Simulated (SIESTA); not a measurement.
## SIESTA run on CsRuF6 (R-3m, 8 atoms in the cell): self-consistent single point

Method: LDA PW92, numerical atomic orbitals TZP, PseudoDojo LDA standard norm-conserving potentials (rewritten from UPF to PSML) (SIESTA 5.4.2).

Input as run:

```
# files in the folder: Cs.psml Ru.psml F.psml (PseudoDojo LDA standard)
SystemName  CsRuF6
SystemLabel siesta

NumberOfAtoms                8
NumberOfSpecies              3
%block ChemicalSpeciesLabel
  1 55 Cs
  2 44 Ru
  3 9 F
%endblock ChemicalSpeciesLabel
LatticeConstant              1.0 Bohr
%block LatticeVectors
     7.663646348    4.424608528    5.075239343
    -7.663646348    4.424608528    5.075239343
     0.000000000   -8.849217055    5.075239343
%endblock LatticeVectors
AtomicCoordinatesFormat      Ang
%block AtomicCoordinatesAndAtomicSpecies
     0.000000000    0.000000000    4.028551500  1
     0.000000000    0.000000000    0.000000000  2
     0.000000000   -3.136378221    3.803113758  3
    -0.000000000    3.136378221    4.253989242  3
     2.716183065    1.568189111    3.803113758  3
    -2.716183065   -1.568189111    4.253989242  3
    -2.716183065    1.568189111    3.803113758  3
     2.716183065   -1.568189111    4.253989242  3
%endblock AtomicCoordinatesAndAtomicSpecies

XC.functional                LDA
XC.authors                   PW92
PAO.BasisSize                TZP
PAO.EnergyShift              0.005 Ry
MeshCutoff                   300 Ry
%block kgrid.MonkhorstPack
    3   0   0  0.0
    0   3   0  0.0
    0   0   3  0.0
%endblock kgrid.MonkhorstPack
OccupationFunction           FD
ElectronicTemperature        0.05 eV
Spin                         polarized
%block DM.InitSpin
  1 +0.00
  2 +2.00
  3 +0.00
  4 +0.00
  5 +0.00
  6 +0.00
  7 +0.00
  8 +0.00
%endblock DM.InitSpin

MaxSCFIterations             150
SCF.Mixer.Method             Pulay
SCF.Mixer.Weight             0.1
SCF.Mixer.History            8
SCF.DM.Tolerance             1.0E-05
Diag.ParallelOverK           true
WriteForces                  true
Charge.Mulliken              end
```

Log, with long lists cut:

```
reinit: Reading from file input.fdf

reinit: System Name: CsRuF6
reinit: System Label: siesta

NOTE on units for spin output:
{S} is the spin magnetic moment, in units of the Bohr magneton,
assuming a g-factor for the electron spin of exactly 2.
The spin magnetic moment is then numerically equal to the charge inbalance,
in units of electrons, between the spin-up and -down channels.

coor:   Atomic-coordinates input format  =     Cartesian coordinates
coor:                                          (in Angstroms)

siesta: Atomic coordinates (Bohr) and species
siesta:      0.00000   0.00000   7.61286  1        1
siesta:      0.00000   0.00000   0.00000  2        2
siesta:      0.00000  -5.92690   7.18684  3        3
siesta:     -0.00000   5.92690   8.03887  3        4
siesta:      5.13284   2.96345   7.18684  3        5
siesta:     -5.13284  -2.96345   8.03887  3        6
siesta:     -5.13284   2.96345   7.18684  3        7
siesta:      5.13284  -2.96345   8.03887  3        8

siesta: System type = bulk

initatomlists: Number of atoms, orbitals, and projectors:      8   137   114

siesta: ******************** Simulation parameters ****************************
redata: Spin configuration                          = collinear
redata: Time-Reversal Symmetry                      = T
redata: Number of Atomic Species                    =        3
redata: Mesh Cutoff                                 =   300.0000 Ry
redata: Net charge of the system                    =     0.0000 |e|
redata: Min. number of SCF Iter                     =        0
redata: Max. number of SCF Iter                     =      150
redata: SCF convergence failure will abort job
redata: SCF mix quantity                            = Hamiltonian
redata: Mix DM or H after convergence               =   F
redata: Recompute H after scf cycle                 =   F
redata: Mix DM in first SCF step                    =   T
redata: No kicks to SCF
   [... lines left out ...]
diag: Used triangular part                          = Lower
diag: Absolute tolerance                            =  0.100E-15
diag: Orthogonalization factor                      =  0.100E-05
diag: Memory factor                                 =  1.0000

superc: Internal auxiliary supercell:     5 x     5 x     5  =     125
superc: Number of atoms, orbitals, and projectors:   1000  17125  14250

                        Single-point calculation

superc: Internal auxiliary supercell:     5 x     5 x     5  =     125
superc: Number of atoms, orbitals, and projectors:   1000  17125  14250

outcell: Unit cell vectors (Ang):
        4.055427    2.341402    2.685701
       -4.055427    2.341402    2.685701
        0.000000   -4.682804    2.685701

outcell: Cell vector modules (Ang)   :    5.398300    5.398300    5.398300
outcell: Cell angles (23,13,12) (deg):     97.3961     97.3961     97.3961
outcell: Cell volume (Ang**3)        :    153.0106
new_DM -- step:     1
Initializing Density Matrix...

Attempting to read DM from file... Failed...
DM filled with atomic data (user-defined):

InitMesh: MESH = 60 x 60 x 60 = 216000
InitMesh: Mesh cutoff (required, used) =   300.000   354.922 Ry

stepf: Fermi-Dirac step function
        iscf     Eharris(eV)        E_KS(eV)     FreeEng(eV)     dDmax    Ef(eV) dHmax(eV)
   scf:    1    -7309.916986    -7372.304854    -7372.305626  1.258225 -2.758083 32.181142
     spin moment: {S} , |S| = {        0.0        0.0    2.99830 }     2.99830
   scf:    2    -7398.664565    -7386.349140    -7386.349531  0.255717 -4.662549 22.916293
     spin moment: {S} , |S| = {        0.0        0.0    2.99920 }     2.99920
   scf:    3    -7373.164460    -7395.352633    -7395.356730  0.310595 -8.154397 12.314652
     spin moment: {S} , |S| = {        0.0        0.0    2.98763 }     2.98763
   scf:    4    -7386.545344    -7397.989766    -7397.990007  0.177965 -6.499811 10.595004
     spin moment: {S} , |S| = {        0.0        0.0    2.99953 }     2.99953
   scf:    5    -7393.211629    -7399.443247    -7399.443505  0.131526 -8.099592  7.583946
     spin moment: {S} , |S| = {        0.0        0.0    2.99948 }     2.99948
   scf:    6    -7398.824103    -7399.140272    -7399.140562  0.020309 -8.060284  7.985843
   [... lines left out ...]
   scf:   10    -7401.158495    -7401.158381    -7401.158427  0.000995 -7.492552  0.007086
     spin moment: {S} , |S| = {        0.0        0.0    2.99992 }     2.99992
   scf:   11    -7401.158212    -7401.158319    -7401.158365  0.000407 -7.498268  0.047049
     spin moment: {S} , |S| = {        0.0        0.0    2.99992 }     2.99992
   scf:   12    -7401.158413    -7401.158382    -7401.158428  0.000276 -7.495321  0.010508
     spin moment: {S} , |S| = {        0.0        0.0    2.99992 }     2.99992
   scf:   13    -7401.158387    -7401.158385    -7401.158430  0.000046 -7.494815  0.004042
     spin moment: {S} , |S| = {        0.0        0.0    2.99992 }     2.99992
   scf:   14    -7401.158385    -7401.158385    -7401.158431  0.000034 -7.494472  0.000174
     spin moment: {S} , |S| = {        0.0        0.0    2.99992 }     2.99992
   scf:   15    -7401.158385    -7401.158385    -7401.158431  0.000001 -7.494487  0.000014
     spin moment: {S} , |S| = {        0.0        0.0    2.99992 }     2.99992
SCF Convergence by DM+H criterion
max |DM_out - DM_in|         :     0.0000008501
max |H_out - H_in|      (eV) :     0.0000136697
SCF cycle converged after 15 iterations

Using DM_out to compute the final energy and forces

siesta: E_KS(eV) =            -7401.1584

siesta: E_KS - E_eggbox =     -7401.1584

siesta: Atomic forces (eV/Ang):
     1   -0.000000    0.000000   -0.000000
     2    0.000000    0.000001   -0.000002
     3   -0.000000   -0.792571   -0.544065
     4    0.000000    0.792571    0.544066
     5    0.686385    0.396285   -0.544065
     6   -0.686386   -0.396286    0.544066
     7   -0.686385    0.396285   -0.544065
     8    0.686386   -0.396286    0.544066
   Tot    0.000000   -0.000000    0.000000
   Max    0.792571
   Res    0.480670    sqrt( Sum f_i^2 / 3N )
   Max    0.792571    constrained

Stress tensor Voigt[x,y,z,yz,xz,xy] (kbar):       65.92       65.92       63.34        0.00       -0.00        0.00
(Free)E + p*V (eV/cell)    -7407.3716
Target enthalpy (eV/cell)    -7401.1584

siesta: Program's energy decomposition (eV):
siesta: Ebs     =     -1389.470275
siesta: Eions   =     11704.412166
siesta: Ena     =      2278.483387
siesta: Ekin    =      3637.172790
siesta: Enl     =      -141.671825
siesta: Eso     =         0.000000
siesta: Edftu   =         0.000000
siesta: DEna    =        46.179135
siesta: DUscf   =         3.893404
siesta: DUext   =         0.000000
siesta: Ex      =     -1377.935014
siesta: Ec      =      -142.868096
siesta: Exc     =     -1520.803110
siesta: Eharris =     -7401.158385
siesta: Etot    =     -7401.158385
siesta: FreeEng =     -7401.158431

siesta: Atomic forces (eV/Ang):
siesta:      1   -0.000000    0.000000   -0.000000
siesta:      2    0.000000    0.000001   -0.000002
siesta:      3   -0.000000   -0.792571   -0.544065
siesta:      4    0.000000    0.792571    0.544066
siesta:      5    0.686385    0.396285   -0.544065
siesta:      6   -0.686386   -0.396286    0.544066
siesta:      7   -0.686385    0.396285   -0.544065
siesta:      8    0.686386   -0.396286    0.544066
siesta: ----------------------------------------
   [... lines left out ...]
siesta: Cell volume =        153.010588 Ang**3
siesta:         -65.05799474       -119.68435149  kBar
   [... lines left out ...]

              0.001
   4  3.548   0.846  -0.065   0.158   0.841   0.859   0.899  -0.114  -0.111
             -0.097   0.126   0.120   0.079   0.002   0.002   0.002   0.001

              0.001
   5  3.548   0.846  -0.065   0.158   0.885   0.859   0.855  -0.101  -0.111
             -0.110   0.091   0.120   0.114   0.001   0.001   0.002   0.001

              0.002
   6  3.548   0.846  -0.065   0.158   0.885   0.859   0.855  -0.101  -0.111
             -0.110   0.091   0.120   0.114   0.001   0.001   0.002   0.001

              0.002
   7  3.548   0.846  -0.065   0.158   0.885   0.859   0.855  -0.101  -0.111
             -0.110   0.091   0.120   0.114   0.001   0.001   0.002   0.001

              0.002
   8  3.548   0.846  -0.065   0.158   0.885   0.859   0.855  -0.101  -0.111
             -0.110   0.091   0.120   0.114   0.001   0.001   0.002   0.001

              0.002

mulliken: Qtot =       32.000

Mulliken Atomic Populations:
Atom #   charge [q] valence [e]      Sz [e]  Species
     1     0.585692    8.414308    0.010357  Cs
     2     0.944630   15.055370    2.036258  Ru
     3    -0.255054    7.255054    0.158885  F
     4    -0.255054    7.255054    0.158885  F
     5    -0.255054    7.255054    0.158885  F
     6    -0.255053    7.255053    0.158885  F
     7    -0.255054    7.255054    0.158885  F
     8    -0.255053    7.255053    0.158885  F
 Total     0.000000                2.999924
```

The run converged in 15 iterations.

The starting cell comes from a database of computed structures (which also holds hypothetical and non-ambient phases and stackings), without a prior relaxation at this level. Its lattice was rescaled by a random factor within 2.5 % of one. With one magnetic atom in the cell only a parallel order is possible. Values carry the incompleteness of an atom-centred basis. With a pressure of about -7 GPa the cell is away from its equilibrium volume at this level.

Cost on one core of a shared machine: roughly 80 s.
